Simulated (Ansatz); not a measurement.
The reference is ZnSe in the zinc blende structure (space group F-43m, No. 216; a = 5.666 Å).

All numbers come from r2SCAN (Ansatz, a first-principles code; PAW; 500 eV plane waves; scalar-relativistic without spin-orbit coupling), earlier PAW set.

The change: every Se is replaced by S; the structure is relaxed again.

Measured band gap: ZnSe 2.87 eV (static lattice; corrected from measurement; as listed in Wei Chen et al., Physical Review Materials (2018)); ZnS 3.94 eV (static lattice; corrected from measurement; as listed in Wei Chen et al., Physical Review Materials (2018)).

Measured lattice parameter a: ZnSe 5.6676 Å (room temperature; as listed in Martin Albrecht, Beate Paulus, Hermann Stoll, Phys. Rev. B (1997)); ZnS 5.41 Å (room temperature; as listed in Martin Albrecht, Beate Paulus, Hermann Stoll, Phys. Rev. B (1997)).

Q: How well does r2SCAN reproduce the measured shift?

A: With r2SCAN the band gap moves by +0.83 eV (1.86 → 2.70) against +1.07 eV measured; the lattice parameter a moves by -0.276 Å (5.666 → 5.390) against -0.258 Å measured.

Whether these cells are dynamically stable was not tested.
